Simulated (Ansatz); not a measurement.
SiC: response to strain

Start from SiC in the wurtzite structure (space group P6_3mc, No. 186).

```
CELL_PARAMETERS angstrom
      3.07548     0.00000     0.00000
     -1.53774     2.66344     0.00000
      0.00000     0.00000     5.04859
ATOMIC_POSITIONS crystal
  Si 0.66667 0.33333 0.00050
  Si 0.33333 0.66667 0.50050
  C  0.66667 0.33333 0.62470
  C  0.33333 0.66667 0.12470
```

Strains are applied to the cell and any free atomic positions relax.

Calculations: r2SCAN, PAW, 500 eV (Ansatz, an electronic-structure program; no SOC), earlier PAW set.

```tsv
isotropic strain (%)	band gap (eV)
-1.93	2.56
-0.77	2.62
-0.57	?
0	2.65
0.95	2.69
```

Fit E_g = E₀ + Dε (ε in %) to the rows shown and predict the withheld row.

Least squares on the printed values gives E₀ = 2.65 eV, D = 44.9 meV per % of strain (largest residual 0.00 eV); this predicts 2.62 eV, and the run gives 2.63 eV, in agreement.

No phonon test of stability was made.
